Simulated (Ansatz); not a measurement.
```
CELL_PARAMETERS angstrom
      2.25380     0.00000     0.00000
     -1.12690     1.95185     0.00000
      0.00000     0.00000    37.69628
ATOMIC_POSITIONS crystal
  Be 0.00000 0.00000 0.99970
  Be 0.66667 0.33333 0.04727
  Be 0.33333 0.66667 0.09580
  Be 0.00000 0.00000 0.14353
  Be 0.33333 0.66667 0.19059
  Be 0.00000 0.00000 0.23767
  Be 0.33333 0.66667 0.28543
  Be 0.66667 0.33333 0.33304
  Be 0.33333 0.66667 0.38061
  Be 0.00000 0.00000 0.42914
  Be 0.66667 0.33333 0.47686
  Be 0.00000 0.00000 0.52392
  Be 0.66667 0.33333 0.57100
  Be 0.00000 0.00000 0.61877
  Be 0.33333 0.66667 0.66637
  Be 0.00000 0.00000 0.71394
  Be 0.66667 0.33333 0.76247
  Be 0.33333 0.66667 0.81020
  Be 0.66667 0.33333 0.85725
  Be 0.33333 0.66667 0.90434
  Be 0.66667 0.33333 0.95210
```

Level of theory: PBE (plane waves to 420 eV, PAW; Ansatz, a program for electronic structure). No spin–orbit coupling. Its k-point mesh 27×27×2, Fermi–Dirac width 0.1 eV.

### Question
Which polytype is this, and how does it compare with the cubic form?

### Answer
Be 21R (hcchhhc), stacking ACBABABCBACACABACBCBC, hexagonality 57 %, space group R3m (a stacking that need not occur in nature); -52 meV/atom against 3C, layer spacing over a = 0.7965 (ideal 0.8165).
